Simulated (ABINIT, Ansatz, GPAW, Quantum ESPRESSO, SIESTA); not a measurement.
## Code comparison for W (Im-3m, 1 atom in the cell)

Self-consistent single point.

```
CELL_PARAMETERS angstrom
     -1.58516     1.58516     1.58516
      1.58516    -1.58516     1.58516
      1.58516     1.58516    -1.58516
ATOMIC_POSITIONS crystal
  W  0.00000 0.00000 0.00000
```

Shared settings, as Ansatz (an electronic-structure program) writes them: kpoints.mp_grid.grid = 5 5 5; scf.occupations.method = fermi_dirac; scf.occupations.width = 0.136 eV. Potentials and cutoffs stand in the table.

```
code                                                                                                                                model  pressure (GPa)       cutoff
----------------  -----------------------------------------------------------------------------------------------------------------------  --------------  -----------
ABINIT                                                                                                        PBE, PAW (JTH v2.0 PBE PAW)            3.55        20 Ha
SIESTA            GGA PBE, numerical atomic orbitals TZP, PseudoDojo PBE standard norm-conserving potentials (rewritten from UPF to PSML)            2.74  grid 400 Ry
GPAW                                                                                         PBE, GPAW PAW datasets PBE (gpaw-data 1.0.1)            3.25       550 eV
Quantum ESPRESSO                                                                           PBE, GBRV 1.5 ultrasoft (PBE) pseudopotentials            0.20        40 Ry
Ansatz                                                                                                                     PBE, PAW files            3.54      default
```

On Ansatz's run: spin-orbit coupling is off. Spin polarisation is off.

The spread over the programs that give each value: pressure within 3.35 GPa.

SIESTA uses small atom-centred bases, whose incompleteness enters pressures, forces and empty levels differently from a plane-wave cutoff. Ansatz's pressure is given at a fixed set of plane waves, as the other plane-wave codes print theirs; with its correction for the finite basis it is 3.64 GPa. In the pressure, Quantum ESPRESSO (by 3.20) lies more than 1 GPa from the median of the plane-wave programs.

On the base mesh (19 19 19) the same programs gave: Ansatz pressure 3.88 GPa; Quantum ESPRESSO pressure 0.56 GPa; ABINIT pressure 3.90 GPa; GPAW pressure 3.60 GPa; SIESTA pressure 2.84 GPa.

The values differ from the base mesh's, so the mesh still matters here: the table compares the programs at equal settings.

The starting cell comes from a database of computed structures (which also holds hypothetical and non-ambient phases and stackings), without a prior relaxation at this level.

Left out of this page: Elk and FLEUR (not drawn, or without a comparable value).

Keys are those of Ansatz 0.2.
